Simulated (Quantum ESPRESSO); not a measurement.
Parameter sweep on CaP3 (P-1, 8 atoms in the cell)

```xyz
8
Lattice="5.6314 0.0000 0.0000 1.4738 5.5112 0.0000 1.0184 1.7834 5.3414" Properties=species:S:1:pos:R:3 pbc="T T T"
Ca     5.4143     4.6753     3.4399
Ca     2.7094     2.6194     1.9015
P      4.6550     4.5831     0.5098
P      3.4687     2.7116     4.8315
P      0.3282     1.0787     0.0078
P      7.7955     6.2160     5.3336
P      2.5493     5.6350     3.2422
P      5.5744     1.6597     2.0992
```

Base run A: PBEsol, GBRV 1.5 ultrasoft (PBESOL) pseudopotentials run with Quantum ESPRESSO, self-consistent single point.

Its settings: ecutwfc = 40 Ry; ecutrho = 200 Ry; occupations = smearing; smearing = methfessel-paxton; degauss = 0.0036749 Ry; potentials = {Ca: ca_pbesol_v1.uspp.F.UPF, P: p_pbesol_v1.5.uspp.F.UPF}; K_POINTS = automatic 4 4 4 0 0 0; conv_thr = 1e-10 Ry; mixing_beta = 0.7.

The starting cell comes from a database of computed structures (which also holds hypothetical and non-ambient phases and stackings), without a prior relaxation at this level. Its lattice was rescaled by a random factor within 2.5 % of one. In the base run, with a pressure of about -3 GPa the cell is away from its equilibrium volume at this level.

A dash stands where there is no value to compare (another energy zero or no entropy term, no result, no spin, no clean gap, or a mesh too coarse for one). 

Runs:
- B: pseudopotentials: {Ca: ca_pbesol_v1.uspp.F.UPF, P: p_pbesol_v1.5.uspp.F.UPF} → {Ca: ca_lda_v1.uspp.F.UPF, P: p_lda_v1.5.uspp.F.UPF} [LDA (PZ)]
- C: pseudopotentials: {Ca: ca_pbesol_v1.uspp.F.UPF, P: p_pbesol_v1.5.uspp.F.UPF} → {Ca: ca_pbe_v1.uspp.F.UPF, P: p_pbe_v1.5.uspp.F.UPF}; input_dft: default → blyp [BLYP]
- D: pseudopotentials: {Ca: ca_pbesol_v1.uspp.F.UPF, P: p_pbesol_v1.5.uspp.F.UPF} → {Ca: ca_pbe_v1.uspp.F.UPF, P: p_pbe_v1.5.uspp.F.UPF}; input_dft: default → wc [Wu-Cohen GGA]
- E: pseudopotentials: {Ca: ca_pbesol_v1.uspp.F.UPF, P: p_pbesol_v1.5.uspp.F.UPF} → {Ca: ca_pbe_v1.uspp.F.UPF, P: p_pbe_v1.5.uspp.F.UPF}; input_dft: default → rvv10 [rVV10]

```tsv
run	pressure (GPa)	largest force (eV/Å)	gap on the mesh (eV)
A	-3.13	0.233	0.194
B	-4.90	0.201	0.191
C	3.38	0.369	–
D	-2.68	0.285	0.194
E	0.51	0.398	0.063
```

Run C against A: The pressure goes from -3.13 to 3.38 GPa and the largest force goes from 0.233 to 0.369 eV/Å.

Run E against A: The pressure goes from -3.13 to 0.51 GPa, the largest force goes from 0.233 to 0.398 eV/Å and the gap on the mesh goes from 0.194 to 0.063 eV.

Left out of this page: 3 runs of the series held back from this collection.
